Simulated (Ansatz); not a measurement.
An Ansatz (an electronic-structure program) input (plane-wave PAW DFT at the PBE level (Ansatz, 420 eV), without spin-orbit coupling):

Ansatz 0.2 input:
```yaml
crystal:
  lattice:
    - [5.8505512979, 0, 0]
    - [0, 5.8505512979, 0]
    - [2.925275649, -2.925275649, 5.5425679523]
  atoms:
    - { symbol: Cu, position: [0.25, 0.25, 0.5] }
    - { symbol: Cu, position: [0, 0, 0] }
    - { symbol: Ga, position: [0.75, 0.75, 0.5] }
    - { symbol: Ga, position: [0.5, 0.5, 1] }
    - { symbol: Se, position: [0.3688006795, 0.625, 0.75] }
    - { symbol: Se, position: [0.8811993205, 0.125, 0.75] }
    - { symbol: Se, position: [0.125, 0.3688006795, 0.25] }
    - { symbol: Se, position: [0.625, 0.8811993205, 0.25] }
basis: { ecutwfc: 420, ecutrho_ratio: 4, xc_grid: 2, fft_grid_basis: typed }
kpoints: { mp_grid: { grid: [8, 8, 8] } }
hamiltonian:
  xc: pbe
  dispersion: none
  pseudopotentials: { kind: paw }
scf: { occupations: { method: fermi_dirac, width: 0.05 } }
relax: { f_tol: 0.005, max_steps: 50, cell: { stress_tol: 0.01, fix: [a, b, gamma] } }
output: { forces: true, stress: true }
checkpoint: { write: state.ck, write_every: 1000 }
```

Which symmetry and how many k-points will the program report, and about how many plane waves at Γ?

Space group I-42d (ITA 122) with 8 operations, k-points 59 of 512, and 3707 plane waves at Γ.

And the final pressure?

-1.48 GPa (compression positive).

The cells carry an imposed strain or load. Stability against distortions was not tested. All final runs are without spin polarisation. The cell was made from GaCuSe₂ in the chalcopyrite structure (space group I-42d, No. 122) by this change: biaxial strain +3.15 %, plane normal [001], relaxed out of plane.
